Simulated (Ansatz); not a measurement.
Data:

```xyz
3
Lattice="1.4403 0.8315 4.0193 -1.4403 0.8315 4.0193 0.0000 -1.6631 4.0193" Properties=species:S:1:pos:R:3 pbc="T T T"
Mg     0.0000     0.0000     0.0000
H      0.0000     0.0000     3.0752
H      0.0000     0.0000     8.9827
```

No spin polarisation.

Method: plane-wave PAW DFT at the r2SCAN+rVV10 level (Ansatz, a program for electronic structure, 500 eV), spin-orbit coupling left out. k-mesh 13×13×13 (Γ-centred); smearing 0.05 eV (Fermi–Dirac).

Q: Predict the pressure and space group.

A: The pressure (mean of the normal stresses, compression positive) comes out as 6.02 GPa and the space group is R-3m (No. 166).

The cells carry an imposed strain or load. Stability against distortions was not tested. The cell was made from MgH2 in the CdCl2 type structure (space group R-3m, No. 166; a hypothetical phase, not in the database extracts checked) by this change: isotropic strain −4.26 %.
